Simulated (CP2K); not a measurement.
**A series of runs on ReS2 (P4_2/mnm, 6 atoms in the cell)**

```
CELL_PARAMETERS angstrom
      5.88502     0.00000     0.00000
      0.00000     5.88502     0.00000
      0.00000     0.00000     3.78998
ATOMIC_POSITIONS crystal
  Re 0.00000 0.00000 0.00000
  Re 0.50000 0.50000 0.50000
  S  0.30496 0.30496 0.00000
  S  0.80496 0.19504 0.50000
  S  0.19504 0.80496 0.50000
  S  0.69504 0.69504 0.00000
```

Base run A: CP2K with PBE, GPW, DZVP-MOLOPT-PBE-GTH basis, GTH-PBE potentials (POTENTIAL_UZH), self-consistent single point.

Its settings: CUTOFF = 500 Ry; REL_CUTOFF = 50 Ry; SMEAR/METHOD = FERMI_DIRAC; ELECTRONIC_TEMPERATURE = 1160.45 K; KPOINTS/SCHEME = MACDONALD 4 4 6 0.125 0.125 0.08333333333; XC_FUNCTIONAL = PBE; Re/BASIS_SET = DZVP-MOLOPT-PBE-GTH-q15; Re/POTENTIAL = GTH-PBE-q15; S/BASIS_SET = DZVP-MOLOPT-PBE-GTH-q6; S/POTENTIAL = GTH-PBE-q6; METHOD = GPW; EPS_DEFAULT = 1e-10; NGRIDS = 5; SCF_GUESS = ATOMIC; EPS_SCF = 1e-07; MAX_SCF = 100; ADDED_MOS = 10; MIXING/METHOD = BROYDEN_MIXING; MIXING/ALPHA = 0.3; MIXING/NBUFFER = 12.

The starting cell was generated: these elements placed on a structure prototype, without a prior relaxation; it need not be a known phase or ordering of this composition. Its lattice was rescaled by a random factor within 2.5 % of one. Spin polarisation is off. Values carry the incompleteness of an atom-centred basis. In the base run, with a pressure of about -18 GPa the cell is away from its equilibrium volume at this level.

ΔF is the free energy per atom less that of run A. 

Run A gave: pressure (GPa) -18.41; largest force (eV/Å) 0.371; iterations 19.

Runs:
- B: MIXING/NBUFFER = 2
- C: MIXING/NBUFFER = 4
- D: MIXING/NBUFFER = 6
- E: MIXING/NBUFFER = 10
- F: MIXING/NBUFFER = 16
- G: MIXING/NBUFFER = 20

Which runs reach the base run's state, and which is quickest in iterations?

Runs B, C, D, E, F, G gave the same state as A (within 1 meV/atom). The fewest iterations to that state were 19 (A, E); the most were 42.

```tsv
run	ΔF (meV/atom)	pressure (GPa)	largest force (eV/Å)	iterations
A	0.00	-18.41	0.371	19
B	0.00	-18.41	0.371	42
C	0.00	-18.41	0.371	32
D	0.00	-18.41	0.371	26
E	0.00	-18.41	0.371	19
F	0.00	-18.41	0.371	21
G	0.00	-18.41	0.371	21
```
